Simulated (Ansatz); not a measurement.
Defect: Si vacancy in tetragonal WSi2, neutral cell. These are PBE, PAW (plane waves to 420 eV; Ansatz, a first-principles code) values and carry that method's errors.

Settings: 54 host sites, the relaxed PBE lattice, a 3×3×3 k-point mesh shifted by half a step, smearing 0.10 eV, spin-restricted, no image-charge correction. Static, classical nuclei. Spin-orbit coupling is left out. Forms of the defect that were not tried may lie lower.

Barriers: single points on a 4×4×5 k-point mesh shifted by half a step at the bands' geometries.

The step: one Si atom jumps into the vacancy from a nearby Si site; the atom moves 2.33 Å along (0.43, -0.43, -0.16) of the unit cell; the moving atom starts with neighbours 2 Si at 2.59, Si at 2.66, Si at 2.74, 2 Si at 3.01, 2 Si at 3.34; W at 2.58, W at 2.62, 2 W at 2.66, W at 2.78 Å and ends with 2 Si at 2.59, Si at 2.66, Si at 2.74, 2 Si at 3.01, 2 Si at 3.34; W at 2.58, W at 2.62, 2 W at 2.66, W at 2.78 Å.

Predict the migration barrier of this step from PBE, PAW.

0.60 eV, the same both ways. At the saddle the moving atom has neighbours 2 Si at 2.57, 2 Si at 2.65; 2 W at 2.39 Å. The saddle point's order was not checked, and it lies on a symmetry element of the cell, where a band can be held.
